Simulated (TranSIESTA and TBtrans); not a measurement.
Run with TranSIESTA and TBtrans (open boundaries, self-consistent; PseudoDojo norm-conserving potentials, scalar-relativistic): PAO.BasisSize DZP, PAO.EnergyShift 0.15 eV, XC.Authors PBE, Mesh.Cutoff 200 Ry, ElectronicTemperature 300 K, TS.Voltage 0.0 eV, TBT.Elecs.Eta 0.001 eV, no spin polarisation.

System: Na chain with one bond stretched by 0.6 Å. Leads: straight Na chain, spacing 3.498 Å. Geometry: as built, not relaxed.

Problem. Give the largest eigenchannel transmissions at the Fermi level (four at most) and the total.

Solution. 0.96; total 0.96. The straight chain is held at its spacing; free chains may zigzag or dimerise. No spin-polarised start was tried, so a magnetic state, if there is one, is missed.
